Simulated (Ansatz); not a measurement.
Results of r²SCAN+SOC (PAW; Ansatz, a quantum-chemistry and plane-wave program) for Cu₂ZnSnS₄ (I-42m, No. 121, 8 atoms in the cell; a measured phase of this formula has another space group).

Run with plane-wave cutoff 560 eV, 14×14×14 k mesh, Fermi–Dirac smearing 0.05 eV, PAW data made under PBE.

Cell (relaxed with PBEsol):

```
Cu2SnZnS4
1.0
   -2.68593     2.68593     5.37882
    2.68593    -2.68593     5.37882
    2.68593     2.68593    -5.37882
Zn Cu Sn S
1 2 1 4
Direct
  0.00000   0.00000   0.00000
  0.25000   0.75000   0.50000
  0.75000   0.25000   0.50000
  0.50000   0.50000   0.00000
  0.89411   0.37551   0.00000
  0.62449   0.62449   0.51860
  0.37551   0.89411   0.00000
  0.10589   0.10589   0.48140
```

Task: Estimate the band gap that the calculation returns.

Result: 
- band gap: 0.30 eV (on the SCF k mesh)

Note: cell and atoms aren't relaxed at this level (largest force component 0.22 eV/Å, pressure 1.5 GPa).

Static lattice: no zero-point or thermal effects.

Computing time: about 70 core-minutes (a rough figure).
